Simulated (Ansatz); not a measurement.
Reference: CdSe (F-43m), r2SCAN, rigid bands (plane waves, PAW, scalar-relativistic; Ansatz, a quantum-chemistry and plane-wave program); geometry: cell and atoms relaxed with PBEsol.

```
CELL_PARAMETERS angstrom
      0.00000     3.04073     3.04073
      3.04073     0.00000     3.04073
      3.04073     3.04073     0.00000
ATOMIC_POSITIONS crystal
  Cd 0.00000 0.00000 0.00000
  Se 0.75000 0.75000 0.75000
```

- band gap = 1.10 eV
- electron conductivity mass = 0.107 mₑ
- Seebeck coefficient, n-type 1e19 cm⁻³ = -68 μV/K

**Question.** Replace Cd by Zn on the same sites and relax. What happens?

**Answer.** ZnSe (F-43m): volume per atom 28.1 to 22.3 Å³; band gap rises (1.10 eV to 1.94 eV); electron conductivity mass rises (0.107 mₑ to 0.136 mₑ); Seebeck coefficient, n-type 1e19 cm⁻³ rises in size (-68 μV/K to -83 μV/K).

Moves up to 5 % count as about the same. Masses are for dilute carriers at 300 K, harmonic means over directions unless an axis is named. Seebeck coefficients are for the stated density at 300 K, with one relaxation time for all states and whether or not that doping can be reached. Spin-orbit coupling is left out.
